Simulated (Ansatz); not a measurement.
For Ga₂AsP (R3m, No. 160, 4 atoms in the cell; start mp-1224789), PBEsol in Ansatz (plane waves, PAW) gives:

| Item | Value |
|---|---|
| lattice parameter a | 3.922 Å |
| c axis length | 19.228 Å |

What does HSE06 in Ansatz (plane waves, PAW) give for the same quantities?


- lattice constant a: 3.941 Å (goes up by 0.5 %)
- lattice parameter c: 19.305 Å (grows by 0.4 %)

Changes are worked out from the printed values.

Unless a cell is named, each level is at its own relaxed cell (PBEsol 21.35, HSE06 21.64 Å³/atom).

Caveats: the relaxation could not lower the start's symmetry, so the cell can be a saddle point above a distorted one (PBEsol, HSE06). Ansatz's density-functional and Hartree–Fock values are scalar-relativistic unless marked +SOC, with PAW data made under PBE.

A start named mp-… is a Materials Project structure, which need not be a measured phase.

Ansatz is a first-principles code.
